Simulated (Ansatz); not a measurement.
**Habitual settings against a tight run: ZrB (Fm-3m, 2 atoms in the cell)**

Self-consistent single point.

```
CELL_PARAMETERS angstrom
      0.00000     2.45632     2.45632
      2.45632     0.00000     2.45632
      2.45632     2.45632     0.00000
ATOMIC_POSITIONS crystal
  Zr 0.50000 0.50000 0.50000
  B  0.00000 0.00000 0.00000
```

Method of the run: PBEsol, PAW files made with PBE (plane waves; Ansatz, a program for electronic structure).

Base settings: basis.ecutwfc = 420 eV; kpoints.mp_grid.grid = 12 12 12; hamiltonian.xc = pbesol; hamiltonian.pseudopotentials = {kind: paw} (the program's default PAW files); scf.occupations.method = cold; scf.occupations.width = 0.2 eV.

Tight run (finer mesh or higher cutoff; not a proven limit): basis.ecutwfc: 420 eV → 590 eV; kpoints.mp_grid.grid: 12 12 12 → 17 17 17; scf.convergence.dr2_threshold: default (1e-07 eV) → 1e-09 eV. It gave Fermi level (on the code's own zero) 11.94 eV; pressure -4.92 GPa.

Quick runs, as changes from the base:
- A: the base itself
- B: basis.ecutwfc: 420 eV → 295 eV; kpoints.mp_grid.grid: 12 12 12 → 4 4 4; scf.occupations.method: cold → fermi_dirac
- C: basis.ecutwfc: 420 eV → 295 eV; kpoints.mp_grid.grid: 12 12 12 → 8 8 8
- D: basis.ecutwfc: 420 eV → 250 eV; kpoints.mp_grid.grid: 12 12 12 → 3 3 3; scf.occupations.method: cold → gaussian; scf.occupations.width: 0.2 eV → 0.136 eV
- E: basis.ecutwfc: 420 eV → 335 eV; kpoints.mp_grid.grid: 12 12 12 → 6 6 6; scf.occupations.method: cold → methfessel_paxton; scf.occupations.width: 0.2 eV → 0.136 eV
- F: basis.ecutwfc: 420 eV → 250 eV; kpoints.mp_grid.grid: 12 12 12 → 6 6 6; scf.convergence.dr2_threshold: default (1e-07 eV) → 0.0001 eV

Energies are extrapolated to zero smearing width, which holds to low order in the width alone.

The count of work is k-points × plane waves × bands × iterations; it is no time. 

Pressures in the table are Ansatz's without its Pulay estimate, at a fixed set of plane waves; the tight run's value above holds the estimate.

The starting cell comes from a database of computed structures (which also holds hypothetical and non-ambient phases and stackings), without a prior relaxation at this level. In the base run, with a pressure of about -5 GPa the cell is away from its equilibrium volume at this level.

```tsv
run	energy less tight (meV/atom)	pressure less tight (GPa)	count of work / tight
A	-1.3	-0.06	0.22
B	38.8	-0.31	0.016
C	26.8	-1.48	0.062
D	92.3	-7.10	0.0083
E	3.2	-0.45	0.048
F	123.2	-7.25	0.021
```

Among the runs at the tight run's level, the energy misses run from 1.3 to 123.2 meV/atom.

Keys are those of Ansatz 0.2.
